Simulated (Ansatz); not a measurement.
**CaS: energy against volume**

CaS (rock salt, Fm-3m, 23.296 Å³/atom and stress up to 0.01 GPa in the relaxed cell, cube axes along x, y and z) under hydrostatic pressure, with the cell free. PBE in Ansatz, a plane-wave DFT program (PAW, default set), 420 eV, 10×10×10 Γ-centred mesh, Fermi-Dirac smearing 0.05 eV; ions are relaxed, or left where forces stay under 0.02 eV/Å, within the symmetry of each cell.

Here V stands for volume and E for E less E0.

| volume (Å³/atom) | E less E0 (meV/atom) | pressure (GPa) |
|---|---|---|
| 24.1989 | 5.87 | -2.01 |
| 23.7264 | 1.39 | -1.01 |
| 23.2960 | 0.00 | -0.01 |
| 23.1723 | 0.11 | 0.30 |
| 23.0163 | 0.60 | 0.70 |
| 22.7213 | 2.60 | 1.49 |
| 22.2077 | 9.75 | 3.00 |
| 21.6069 | ? | ? |

Fit E of the 7 rows that show it with the third-order Birch-Murnaghan form, a cubic in V^(-2/3). With u = V^(-2/3) - 0.1230, the rows have u = -0.0034720, -0.0018903, -0.0004032, 0.0000327, 0.0005880, 0.0016554, 0.0035700. Least squares gives E = 0.096 + 486.5·u + 620159·u² + 299690·u³. Residuals (row less fit): 0.000, 0.000, -0.001, -0.003, 0.003, -0.002, 0.000; standard error 0.003 (degrees of freedom: 3). Its minimum lies at u = -0.0003923, so V0 = (0.1226077)^(-3/2) = 23.29. There d²E/du² = 1240000 and d³E/du³ = 1798000, so B0 = (4/9) × 23.29^(-7/3) × 1240000 × 0.160218 = 57.0 GPa (the last factor turns the table's units into GPa), and B0' = 4 + (2/3) × 0.1226077 × (1798000)/1240000 = 4.1. B0' rests on the cubic coefficient alone and has a standard error of 0.1 from these residuals.

Q: Predict the withheld E at V = 21.6069 from the fit, and compare with the calculation.

A: u = 0.0059056, so E = 0.096 + 486.5 × 0.0059056 + 620159 × 0.0059056² + 299690 × 0.0059056³ = 24.660 meV/atom. The calculation gives 24.66 meV/atom, which the fit meets to the printed digits. The row lies outside the fitted rows, so this is an extrapolation. The scatter of the fitted rows lies at the last printed digit.

Other structures, which can take over under pressure, weren't tried. The same form fitted to the pressure column gives B0' = 4.1; series where the two differ by over 0.4 aren't shown. Rows are the converged runs of the series near zero and its far end, less any whose ions stayed unrelaxed beside relaxed ones; series whose fitted rows scatter by over a few per cent of the range, as at a crossing or softening among them, aren't shown in this form.
